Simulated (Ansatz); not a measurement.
Convergence study of the k-point mesh for LiMoN2 (R3m, 4 atoms in the cell)

```
LiMoN2
1.0
    1.45292     0.83884     5.32549
   -1.45292     0.83884     5.32549
    0.00000    -1.67769     5.32549
Li Mo N
1 1 2
Cartesian
  0.00000   0.00000   6.65771
  0.00000   0.00000   9.36093
  0.00000   0.00000  13.46214
  0.00000   0.00000  15.92139
```

Computed with LDA (PW92), default PAW files made with PBE (plane waves; Ansatz, a first-principles code).

Base settings: basis.ecutwfc = 420 eV; kpoints.mp_grid.grid = 13 13 13; hamiltonian.xc = lda; hamiltonian.pseudopotentials = {kind: paw} (the program's default PAW files); scf.occupations.method = gaussian; scf.occupations.width = 0.1 eV.

The second cell is the first with its lattice scaled by 0.98.

Only quantities that move along the ladder and can be compared are tabulated.

The count of work is k-points × plane waves × bands × iterations; it is no time. Core times come from one kind of shared machine, to one figure; runs under 30 s give none.

The starting cell comes from a database of computed structures (which also holds hypothetical and non-ambient phases and stackings), without a prior relaxation at this level. Its lattice was rescaled by up to half a per cent. One atom was moved a little off its site on purpose. Spin polarisation is off; with an odd number of electrons in the cell that forces a metal, and a magnetic state may lie lower. In the base run, with a pressure of about -12 GPa the cell is away from its equilibrium volume at this level. Ansatz's pressure includes its estimate of the finite-basis (Pulay) stress.

Steps (kpoints.mp_grid.grid): 2 2 2; 3 3 3; 4 4 4; 5 5 5; 6 6 6; 7 7 7; 8 8 8; 9 9 9; 10 10 10; 11 11 11; 13 13 13; 14 14 14; 15 15 15; 17 17 17; 26 26 26; 32 32 32; 35 35 35.

Q: What is the coarsest kpoints.mp_grid.grid that holds the energy of the compressed cell less the first within 1 meV/atom of the last step, with all finer ones?

A: 5 5 5, at 0.0049 of the last step's count of work; the step before is off by 3.7 meV/atom.

Q: What is the coarsest kpoints.mp_grid.grid that holds the pressure within 0.5 GPa of the last step, with all finer ones?

A: 5 5 5, at 0.0049 of the last step's count of work; the step before is off by 0.89 GPa.

Q: What is the coarsest kpoints.mp_grid.grid that holds the forces within 0.005 eV/Å of the last step, with all finer ones?

A: 26 26 26, at 0.42 of the last step's count of work; the step before is off by 0.018 eV/Å.

| kpoints.mp_grid.grid | free energy less the last step's (meV/atom) | energy of the compressed cell less the first (meV/atom) | pressure (GPa) | largest difference of a force vector from the last step's (eV/Å) | count of work / last | core time / last (rough) |
|---|---|---|---|---|---|---|
| 2 2 2 | 140.95 | -10.45 | -10.07 | 0.376 | 0.00088 | – |
| 3 3 3 | 9.64 | -12.30 | -10.75 | 0.304 | 0.0015 | – |
| 4 4 4 | -8.81 | -22.78 | -13.31 | 0.166 | 0.0033 | – |
| 5 5 5 | -0.74 | -18.79 | -12.34 | 0.046 | 0.0049 | – |
| 6 6 6 | -3.60 | -19.20 | -12.46 | 0.042 | 0.0082 | – |
| 7 7 7 | 4.54 | -19.38 | -12.47 | 0.096 | 0.011 | – |
| 8 8 8 | -2.12 | -18.60 | -12.33 | 0.044 | 0.017 | – |
| 9 9 9 | -1.63 | -19.51 | -12.52 | 0.037 | 0.022 | – |
| 10 10 10 | 3.34 | -18.54 | -12.28 | 0.037 | 0.030 | – |
| 11 11 11 | -1.47 | -19.21 | -12.47 | 0.043 | 0.037 | – |
| 13 13 13 | 1.01 | -18.77 | -12.35 | 0.022 | 0.059 | – |
| 14 14 14 | -0.45 | -19.30 | -12.48 | 0.036 | 0.074 | – |
| 15 15 15 | -0.13 | -19.06 | -12.41 | 0.018 | 0.088 | – |
| 17 17 17 | 0.10 | -19.15 | -12.43 | 0.018 | 0.13 | 0.3 |
| 26 26 26 | 0.06 | -19.05 | -12.41 | 0.001 | 0.42 | 0.5 |
| 32 32 32 | 0.01 | -19.07 | -12.42 | 0.001 | 0.77 | 0.9 |
| 35 35 35 | 0.00 | -19.07 | -12.42 | 0.000 | 1.0 | 1 |

The energy difference between the two cells stays within 1 meV/atom of the last step's from 5 5 5 on, the total only from 14 14 14 on: much of the error is common to both cells and cancels.

Keys are those of Ansatz 0.2.
